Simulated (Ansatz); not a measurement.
Reference: BAs (F-43m), r2SCAN with spin-orbit coupling, rigid bands (plane waves, PAW; Ansatz, a quantum-chemistry and plane-wave program); axes and stresses refer to this cell.

```
CELL_PARAMETERS angstrom
      0.00000     2.38394     2.38394
      2.38394     0.00000     2.38394
      2.38394     2.38394     0.00000
ATOMIC_POSITIONS crystal
  B  0.00000 0.00000 0.00000
  As 0.25000 0.25000 0.25000
```

* **band gap**: 1.30 eV
* **hole conductivity mass**: 0.32 mₑ
* **Seebeck coefficient, p-type 1e19 cm⁻³**: 238 μV/K

Problem. Change: biaxial stress in (110) of 6.4 GPa (compression positive). What happens to band gap, hole conductivity mass, Seebeck coefficient, p-type 1e19 cm⁻³?

Solution. band gap decreases to 1.00 eV; hole conductivity mass falls to 0.31 mₑ; Seebeck coefficient, p-type 1e19 cm⁻³ drops to 188 μV/K.

Problem. Change: uniaxial stress along [110] of 9.6 GPa (compression positive). What happens to band gap, hole conductivity mass, Seebeck coefficient, p-type 1e19 cm⁻³?

Solution. band gap shrinks to 0.99 eV; hole conductivity mass drops to 0.24 mₑ; Seebeck coefficient, p-type 1e19 cm⁻³ falls to 172 μV/K.

Masses are for dilute carriers at 300 K, harmonic means over directions unless an axis is named. Seebeck coefficients are for the stated density at 300 K, with one relaxation time for all states and whether or not that doping can be reached. Stresses and pressures are the targets of the relaxation.  The structure type is held under load, also where the real crystal would transform.
